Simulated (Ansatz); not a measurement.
Input for Bi2(Te,Se)3 alloy cell Bi8Se3Te9 (tetradymite start):

Ansatz 0.2 input:
```yaml
crystal:
  lattice:
    - [8.649185094, 0.0, 0.0]
    - [-4.324592547, 7.485923489, -0.0048545]
    - [0.0, -2.501762544, 10.006653368]
  atoms:
    - { symbol: Bi, position: [0.195514373, 0.398637618, 0.208583559] }
    - { symbol: Bi, position: [0.20124915, 0.902498299, 0.199973839] }
    - { symbol: Bi, position: [0.703123245, 0.398637618, 0.208583559] }
    - { symbol: Bi, position: [0.704161521, 0.908323043, 0.201129544] }
    - { symbol: Bi, position: [0.295770056, 0.591099212, 0.796597831] }
    - { symbol: Bi, position: [0.300935277, 0.101870554, 0.788448425] }
    - { symbol: Bi, position: [0.795329156, 0.591099212, 0.796597831] }
    - { symbol: Bi, position: [0.802524293, 0.105048586, 0.791260343] }
    - { symbol: Te, position: [1.000789396, 1.000264403, 0.991578548] }
    - { symbol: Te, position: [0.999202461, 0.498404922, 0.001811472] }
    - { symbol: Te, position: [0.499475007, 0.000264403, -0.008421452] }
    - { symbol: Te, position: [0.499133062, 0.498266124, 0.006720344] }
    - { symbol: Se, position: [0.107070354, 0.21594515, 0.639520166] }
    - { symbol: Te, position: [0.099751342, 0.699502685, 0.620817952] }
    - { symbol: Se, position: [0.608874796, 0.21594515, 0.639520166] }
    - { symbol: Te, position: [0.602733016, 0.705466032, 0.622789569] }
    - { symbol: Te, position: [0.399393434, 0.798723466, 0.376689622] }
    - { symbol: Te, position: [0.394169751, 0.288339502, 0.381582772] }
    - { symbol: Te, position: [0.899330031, 0.798723466, 0.376689622] }
    - { symbol: Se, position: [0.891470276, 0.282940553, 0.35952629] }
basis:
  ecutwfc: 420
  ecutrho_ratio: 4
  xc_grid: 2
kpoints:
  mp_grid: { grid: [3, 3, 3] }
hamiltonian:
  xc: pbe
  dispersion: d3bj
  pseudopotentials: { kind: paw }
scf:
  n_extra_bands: 22
  occupations: { method: fermi_dirac, width: 0.01 }
output:
  forces: true
  stress: true
  eigenstates:
    kpoints:
      - [0.0, 0.0, 0.0]
      - [0.0, 0.0, -0.5]
    e_range: [-4.0, 6.0]
    localisation: true
relax:
  f_tol: 0.03
  max_steps: 90
  cell: { stress_tol: 0.15 }
```

Method: PBE+D3(BJ) (plane waves to 420 eV, PAW; Ansatz, a program for electronic structure). Scalar-relativistic, without spin–orbit coupling. Its k-point mesh 3×3×3, Fermi–Dirac width 0.01 eV.

Write the closing report of this run, without the band table and long remarks, to eight decimals at most.


```
SCF converged after 4 iterations
Free energy (F): -178412.960132 eV
Harris-Foulkes:  -178412.960132 eV  (|F-HF|=8.73e-11)
Internal energy: -178412.960132 eV  (E = F + TS)
E sigma→0 (E₀):  -178412.960132 eV
Fermi energy:    9.457529 eV
--- Per-component energies (eV) ---
  E_band       = -4299.912288
  E_kinetic    = 4391.605810
  E_local      = -30946.333572  (includes V_loc(G=0)·N_el)
  E_nonlocal   = -87.868858
  E_hartree    = 14891.798313
  E_xc         = -2646.777108
  E_vxc        = -2391.061911  (∫ρ·V_xc dr)
  E_paw        = -132997.089509  (= ΣΔE_a)
  E_vpaw       = -5049.843832  (= ΣTr[D̂ρ^β])
  E_aug_tail   = -0.006854  (compensation charges beyond the density's cutoff)
  E_ewald      = -31009.546645
  E_disp       = -8.741709  (pairwise vdW)
  E_smearing   = 0.000000  (= −TS)
  E_closure    = 0.000000  (closes the sum)
  Σ components = -178412.960132   (vs F -178412.960132, Δ=0.00e0)
--- Forces (eV/Å), atoms counted from 1 ---
  atom   1  Bi    -0.00655052    -0.00702091     0.00716212
  atom   2  Bi     0.00000000     0.00268643     0.00176898
  atom   3  Bi     0.00655052    -0.00702091     0.00716212
  atom   4  Bi     0.00000000     0.01439537    -0.00847909
  atom   5  Bi     0.00415190    -0.01480806    -0.01099664
  atom   6  Bi     0.00000000     0.01203855     0.00108464
  atom   7  Bi    -0.00415190    -0.01480806    -0.01099664
  atom   8  Bi     0.00000000     0.00409692    -0.00153410
  atom   9  Te    -0.00389923     0.00392706     0.00593840
  atom  10  Te     0.00000000    -0.00459465    -0.00096057
  atom  11  Te     0.00389923     0.00392706     0.00593840
  atom  12  Te     0.00000000    -0.00385824    -0.01335060
  atom  13  Se     0.00672165     0.00151928     0.00489706
  atom  14  Te     0.00000000    -0.00513801    -0.00813788
  atom  15  Se    -0.00672165     0.00151928     0.00489706
  atom  16  Te     0.00000000     0.00131978    -0.00073183
  atom  17  Te    -0.00241114     0.00365416     0.00941172
  atom  18  Te     0.00000000    -0.00458681     0.01314982
  atom  19  Te     0.00241114     0.00365416     0.00941172
  atom  20  Se     0.00000000     0.00909638    -0.01563479
  max |Σ_I F_I| component: 1.21e-6 eV/Å
--- Stress (GPa, compression-positive) ---
        0.011177       0.000000       0.000000
        0.000000       0.008231      -0.010220
        0.000000      -0.010220      -0.041909
  P = ⅓ Tr σ = -0.0075 GPa (-0.075 kbar)
--- Relaxed structure (1 steps of the walk, 1 accepted, 1 SCFs on fresh bases) ---
  F+E_penalty+E_count = -178412.96013155 eV   max|allowed force component| = 1.563e-2 eV/Å   (the final SCF, on the basis selected at the relaxed cell)
  cell:  # Å, volume = 647.7971 Å³
    - [8.64918509, 0.0, 0.0]
    - [-4.32459255, 7.48592349, -0.0048545]
    - [0.0, -2.50176254, 10.00665337]
  atoms:
    - { symbol: Bi, position: [0.19551437, 0.39863762, 0.20858356] }
    - { symbol: Bi, position: [0.20124915, 0.90249830, 0.19997384] }
    - { symbol: Bi, position: [0.70312325, 0.39863762, 0.20858356] }
    - { symbol: Bi, position: [0.70416152, 0.90832304, 0.20112954] }
    - { symbol: Bi, position: [0.29577006, 0.59109921, 0.79659783] }
    - { symbol: Bi, position: [0.30093528, 0.10187055, 0.78844843] }
    - { symbol: Bi, position: [0.79532916, 0.59109921, 0.79659783] }
    - { symbol: Bi, position: [0.80252429, 0.10504859, 0.79126034] }
    - { symbol: Te, position: [1.00078940, 1.00026440, 0.99157855] }
    - { symbol: Te, position: [0.99920246, 0.49840492, 0.00181147] }
    - { symbol: Te, position: [0.49947501, 0.00026440, -0.00842145] }
    - { symbol: Te, position: [0.49913306, 0.49826612, 0.00672034] }
    - { symbol: Se, position: [0.10707035, 0.21594515, 0.63952017] }
    - { symbol: Te, position: [0.09975134, 0.69950269, 0.62081795] }
    - { symbol: Se, position: [0.60887480, 0.21594515, 0.63952017] }
    - { symbol: Te, position: [0.60273302, 0.70546603, 0.62278957] }
    - { symbol: Te, position: [0.39939343, 0.79872347, 0.37668962] }
    - { symbol: Te, position: [0.39416975, 0.28833950, 0.38158277] }
    - { symbol: Te, position: [0.89933003, 0.79872347, 0.37668962] }
    - { symbol: Se, position: [0.89147028, 0.28294055, 0.35952629] }
```

Cost: around 4 core-minutes (rough).
